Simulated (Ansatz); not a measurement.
**Ti3InN in the anti-perovskite structure (space group Pm-3m, No. 221; a cell from a computed database, its experimental status unchecked)**

```
Ti3InN
1.0
    4.14973     0.00000     0.00000
    0.00000     4.14973     0.00000
    0.00000     0.00000     4.14973
Ti In N
3 1 1
Direct
  0.00000   0.50000   0.50000
  0.50000   0.00000   0.50000
  0.50000   0.50000   0.00000
  0.00000   0.00000   0.00000
  0.50000   0.50000   0.50000
```

All numbers come from PBEsol (Ansatz, a program for electronic structure, PAW, no SOC). Γ-centred 11×11×11 mesh, Fermi–Dirac width 0.05 eV.

| Quantity | Result |
|---|---|
| Volume per atom | 14.29 Å³ |
| Density | 6.33 g/cm³ |
| Band gap | zero |
| Total energy | -2666.103 eV/atom (σ→0; compares only within this code and set-up) |

No phonon test of stability was made. The final runs are not spin-polarised. The zero or small gap of Ti3InN can change with the level of theory.
